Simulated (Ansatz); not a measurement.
Worked calculations on one periodic cell of amorphous Al28O44Ti: Al28O44Ti, 73 atoms, volume 811.0 Å³, made by a melt-quench on the CHGNet potential and relaxed with DFT. O atoms were pushed apart under 1.9 Å during the dynamics, to hinder bonds among them. It is a model cell: composition and starting density were chosen by hand, and all elements were melted together. Cycles of charging were run to anneal it. All values below come from PBE, scalar-relativistic without spin-orbit coupling (plane waves to 420 eV, PAW; Ansatz, a program for electronic structure). Sampling: a 2×2×2 Γ-centred mesh; Fermi-Dirac width 0.02 eV; no spin polarisation. Its volume was relaxed, its shape was free, and it stands at a mean pressure of 0.0 GPa with stress components up to 0.1 GPa; the relaxation ran on the zone centre alone. Its density went from a set 3.12 to 3.09 g/cm³. The cell is small and was quenched far faster than a real film, so it is one sample of the glass.

### Question
Count formal charges (Al +3, O -2, Ti +4). What does the count lead one to expect at the Fermi level, and what does the calculation give?

### Answer
28 × (+3) + 44 × (-2) + 1 × (+4) = 0. The charges balance, so the anion-derived valence states can be full and a gap can open. On this mesh the highest filled and lowest empty level lie 2.57 eV apart; localised defect or tail levels set that (at the zone centre the more localised edge state sits most on one Ti atom with neighbours O 1.88 Å, O 1.94 Å, O 1.97 Å, O 1.97 Å, O 1.98 Å, O 2.24 Å), and the nearest spread-out levels lie 3.9 eV apart.

Four energies for an added electron at PBE on the zone centre alone (charged cells in a uniform background, spin-polarised): neutral at the neutral geometry -42613.358 eV; charged at the neutral geometry -42605.025 eV; charged and relaxed -42605.354 eV; neutral at the charged geometry -42612.835 eV.

### Question
Find the two relaxation energies and their sum, the reorganisation energy.

### Answer
On charging: -42605.025 − (-42605.354) = 0.329 eV. On discharging: -42612.835 − (-42613.358) = 0.523 eV. The sum is 0.852 eV. The carrier's level spreads over 3 of the 73 atoms' worth, so it counts as localised, most on one Ti atom with neighbours O 1.88 Å, O 1.94 Å, O 1.97 Å, O 1.97 Å, O 1.98 Å, O 2.24 Å (neutral geometry). The values are uncorrected: the image energy of a point charge in this cell, 2.84 × 14.40 / (2 × 9.3) = 2.2 eV before screening, is screened by electrons alone at the fixed geometry and by ions too after relaxing, and the carrier can be spread before it relaxes, so each term can be off by up to that value times 1/ε∞, some tenths of an eV. PBE's self-interaction favours spread-out carriers, so a hybrid can localise more.
